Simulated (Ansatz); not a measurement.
Start from AlRu in the CsCl type structure (space group Pm-3m, No. 221; relaxed with 0.1 eV smearing).

```yaml
crystal:
  lattice:
    - [2.98315, 0.00000, 0.00000]
    - [0.00000, 2.98315, 0.00000]
    - [0.00000, 0.00000, 2.98315]
  atoms:
    - { symbol: Al, position: [0.00000, 0.00000, 0.00000] }
    - { symbol: Ru, position: [0.50000, 0.50000, 0.50000] }
```

Cartesian axes are those of the cell as printed.

Method: DFT with r2SCAN, PAW potentials and a 500 eV plane-wave cutoff in Ansatz (a program for electronic structure), no spin-orbit coupling.

Strains are applied to the cell and any free atomic positions relax.

One change was made to it. Results:

```csv
quantity,base,after
shortest interatomic distance,2.583 Å,2.529 Å
energy relative to the base (free energy F),0 meV/atom,+9.3 meV/atom
```

Question: What was done to the base?
A) isotropic strain +2.98 %
B) uniaxial strain ε_xx = +1.20 %
C) isotropic strain +0.75 %
D) strain tensor (xx, yy, zz, yz, xz, xy) = (+0.09, −1.06, +0.13, +1.61, −0.73, +0.42) %

Answer: D, strain tensor (xx, yy, zz, yz, xz, xy) = (+0.09, −1.06, +0.13, +1.61, −0.73, +0.42) %. For comparison, the energy relative to the base in the other runs: isotropic strain +2.98 % gives +66 meV/atom; isotropic strain +0.75 % gives +4.5 meV/atom; uniaxial strain ε_xx = +1.20 % gives +2.0 meV/atom.

Stability against distortions was not tested. All final runs are without spin polarisation.
